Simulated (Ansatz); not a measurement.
MgO (Fm-3m) under biaxial strain xx = yy, z clamped: band gap by PBEsol, rigid bands (plane waves, PAW, scalar-relativistic; Ansatz, a first-principles code). The unloaded cell, whose axes the loads refer to:

```cif
data_Mg4O4
_chemical_formula_sum 'Mg4 O4'
_space_group_name_H-M_alt 'Fm-3m'
_space_group_IT_number 225
_space_group_name_Hall '-F 4 2 3'
_cell_length_a 4.21406
_cell_length_b 4.21406
_cell_length_c 4.21406
_cell_angle_alpha 90.000
_cell_angle_beta 90.000
_cell_angle_gamma 90.000
loop_
_atom_site_label
_atom_site_type_symbol
_atom_site_symmetry_multiplicity
_atom_site_Wyckoff_symbol
_atom_site_fract_x
_atom_site_fract_y
_atom_site_fract_z
_atom_site_occupancy
Mg1 Mg 4 a 0.00000 0.00000 0.00000 1
O1 O 4 b 0.50000 0.50000 0.50000 1
```
(The calculation used a cell of 2 atoms; values per cell refer to that cell.)

```csv
"biaxial strain xx = yy, z clamped (%)",volume per atom (Å³),band gap (eV)
-3,8.80,5.18
-1.5,9.08,4.90
0,9.35,4.62
1.5,9.64,4.33
3,9.92,?
```

Fit a straight line to band gap against the load over the rows given, and predict the row at 3 %.

The means are x̄ = -0.750 % and ȳ = 4.7575; Σ(x − x̄)(y − ȳ) = -2.122 and Σ(x − x̄)² = 11.25, so the slope is -189 meV per % of strain, and the rows given lie within 4.0 meV of the line. At 3 % the line gives 4.05 eV; the calculation gives 4.05 eV, 2.2e-14 % from it.

Spin-orbit coupling is left out. Gaps are resolved to about 0.01 eV. The structure type is held at every load. Geometry: cell and atoms relaxed with PBEsol.
